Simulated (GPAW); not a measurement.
# Input and output of a self-consistent single point for MgAu3 (Pm-3m, 4 atoms in the cell) (GPAW)

Level of theory: PBEsol, GPAW PAW datasets PBEsol (made by gpaw-setup) (plane waves; GPAW).

Input as run:

```python
from ase import Atoms
from ase.units import GPa
from gpaw import GPAW

atoms = Atoms(['Mg', 'Au', 'Au', 'Au'],
              cell=[[4.106530, 0.000000, 0.000000],
                    [0.000000, 4.106530, 0.000000],
                    [0.000000, 0.000000, 4.106530]],
              positions=[[0.000000, 0.000000, 0.000000],
                         [2.053265, 2.053265, 0.000000],
                         [0.000000, 2.053265, 2.053265],
                         [2.053265, 0.000000, 2.053265]],
              pbc=True)

calc = GPAW(mode={'name': 'pw', 'ecut': 850},
            xc='PBEsol',
            kpts={'size': (6, 6, 6), 'gamma': True},
            occupations={'name': 'fermi-dirac', 'width': 0.1},
            nbands=-8,
            convergence={'forces': 0.001},
            symmetry={'symmorphic': False, 'tolerance': 0.0005},
            maxiter=150,
            txt='-')

atoms.calc = calc

energy = atoms.get_potential_energy()
print('Energy (eV):', round(energy, 6))
forces = atoms.get_forces()
print('Forces (eV/Ang):')
print(forces.round(5))
stress = atoms.get_stress()
print('Stress (GPa, Voigt):', (stress / GPa).round(4))
```

Log, with long lists cut:

```
Input parameters:
  convergence: {forces: 0.001}
  kpts: {gamma: True,
         size: (6, 6, 6)}
  maxiter: 150
  mode: {ecut: 850,
         name: pw}
  nbands: -8
  occupations: {name: fermi-dirac,
                width: 0.1}
  symmetry: {symmorphic: False,
             tolerance: 0.0005}
  xc: PBEsol

species:
  Mg:
    name: Magnesium
    Z: 12.0
    valence: 10
    core: 2
    charge: 0.0
    file: Mg.PBEsol.gz

    # Using partial waves for Mg as LCAO basis

  Au:
    name: Gold
    Z: 79.0
    valence: 11
    core: 68
    charge: 0.0
    file: Au.PBEsol.gz

    # Using partial waves for Au as LCAO basis

Reference energy: -1554804.652499  # eV

Spin-paired calculation

Convergence criteria:
 Maximum [total energy] change in last 3 cyles: 0.0005 eV / valence electron
 Maximum integral of absolute [dens]ity change: 0.0001 electrons / valence electron
 Maximum integral of absolute [eigenst]ate change: 4e-08 eV^2 / valence electron
 Maximum change in the atomic [forces] across last 2 cycles: 0.001 eV/Ang OR
Maximum error relative to the maximum force is below inf
 Maximum number of scf [iter]ations: 150

Symmetries present (total): 48
Symmetries with fractional translations: 0
216 k-points: 6 x 6 x 6 Monkhorst-Pack grid + [1/12,1/12,1/12]
20 k-points in the irreducible part of the Brillouin zone
       k-points in crystal coordinates                weights
   0:     0.00000000    0.00000000    0.00000000          1/216
   1:     0.16666667    0.00000000    0.00000000          6/216
   2:     0.16666667    0.16666667    0.00000000         12/216
   [... 7 lines left out ...]
          ...
  19:     0.50000000    0.50000000    0.50000000          1/216

Wave functions: Plane wave expansion
  Cutoff energy: 850.000 eV
  Number of coefficients (min, max): 3881, 3948
  Pulay-stress correction: 0.000000 eV/Ang^3 (de/decut=0.000000)

Occupation numbers: Fermi-Dirac:
  width: 0.1000  # eV

Eigensolver

Densities:
  Coarse grid: 28*28*28 grid
  Fine grid: 56*56*56 grid
  Total Charge: 0.000000

Density mixing:
  Method: separate
  Backend: pulay
  Linear mixing parameter: 0.05
  old densities: 5
  Damping of long wavelength oscillations: 50

Hamiltonian:
  XC and Coulomb potentials evaluated on a 56*56*56 grid
  External potential:
    NoExternalPotential

XC parameters: PBEsol with 2 nearest neighbor stencil

Number of atoms: 4
Number of atomic orbitals: 35
Number of bands in calculation: 29
Number of valence electrons: 43
Bands to converge: occupied

Density initialized from atomic densities
  29 bands from LCAO basis set

Atomic positions and initial magnetic moments

Positions:
   0 Mg     0.000000    0.000000    0.000000    ( 0.0000,  0.0000,  0.0000)
   1 Au     2.053265    2.053265    0.000000    ( 0.0000,  0.0000,  0.0000)
   2 Au     0.000000    2.053265    2.053265    ( 0.0000,  0.0000,  0.0000)
   3 Au     2.053265    0.000000    2.053265    ( 0.0000,  0.0000,  0.0000)

Unit cell:
           periodic     x           y           z      points  spacing
  1. axis:    yes    4.106530    0.000000    0.000000    28     0.1467
  2. axis:    yes    0.000000    4.106530    0.000000    28     0.1467
  3. axis:    yes    0.000000    0.000000    4.106530    28     0.1467

  Lengths:   4.106530   4.106530   4.106530
  Angles:   90.000000  90.000000  90.000000

Effective grid spacing dv^(1/3) = 0.1467

     iter     time        total  log10-change:
                         energy   eigst   dens  force
iter:   1 --:--:--   -16.544275
iter:   2 --:--:--   -16.224412   -1.14  -1.29
iter:   3 --:--:--   -15.649274   -0.60  -1.32
iter:   4 --:--:--   -15.126960   -2.08  -1.66
iter:   5 --:--:--   -16.031019   -0.95  -1.98
iter:   6 --:--:--   -15.037673   -1.46  -1.45
iter:   7 --:--:--   -15.092935   -3.43  -2.15
iter:   8 --:--:--   -15.038443   -3.00  -1.99
iter:   9 --:--:--   -15.017808   -2.80  -2.28
iter:  10 --:--:--   -15.017962c  -4.11  -3.25
iter:  11 --:--:--   -15.017871c  -5.18  -3.43
iter:  12 --:--:--   -15.017865c  -6.12  -3.37
iter:  13 --:--:--   -15.017905c  -5.50  -3.58
iter:  14 --:--:--   -15.017896c  -7.53c -3.97
iter:  15 --:--:--   -15.017865c  -6.11  -3.99
iter:  16 --:--:--   -15.017873c  -7.17  -4.37c
iter:  17 --:--:--   -15.017874c  -8.56c -5.24c
iter:  18 --:--:--   -15.017874c  -9.62c -5.21c -25.78c

Converged after 18 iterations.

Dipole moment: (0.000000, 0.000000, 0.000000) |e|*Ang

Energy contributions relative to reference atoms: (reference = -1554804.652499)

Kinetic:        -44.222109
Potential:      +38.722312
External:        +0.000000
XC:             -10.037395
Entropy (-ST):   -0.049727
Local:           +0.544182
SIC:             +0.000000
--------------------------
Free energy:    -15.042738
Extrapolated:   -15.017874

Showing only first 2 kpts
 Kpt  Band  Eigenvalues  Occupancy
  0    19      6.65716    2.00000
  0    20      9.18686    0.01509
  0    21      9.18686    0.01509
  0    22      9.18686    0.01509

  1    19      6.65759    2.00000
  1    20      7.56907    1.99998
  1    21      9.98905    0.00000
  1    22      9.98905    0.00000

Fermi level: 8.69893

No gap
No difference between direct/indirect transitions
Energy (eV): -15.017874

Forces in eV/Ang:
  0 Mg    0.00000    0.00000   -0.00000
  1 Au    0.00000   -0.00000    0.00000
  2 Au    0.00000    0.00000    0.00000
  3 Au    0.00000   -0.00000    0.00000

Stress tensor:
     0.009435     0.000000     0.000000
     0.000000     0.009435     0.000000
     0.000000     0.000000     0.009435
Stress (GPa, Voigt): [1.5116 1.5116 1.5116 0.     0.     0.    ]
```

The run converged in 18 iterations. GPAW prints stress with tension positive.

The starting cell comes from a database of computed structures (which also holds hypothetical and non-ambient phases and stackings), without a prior relaxation at this level. Spin-orbit coupling is off.

Cost on one core of a shared machine: roughly 50 s.
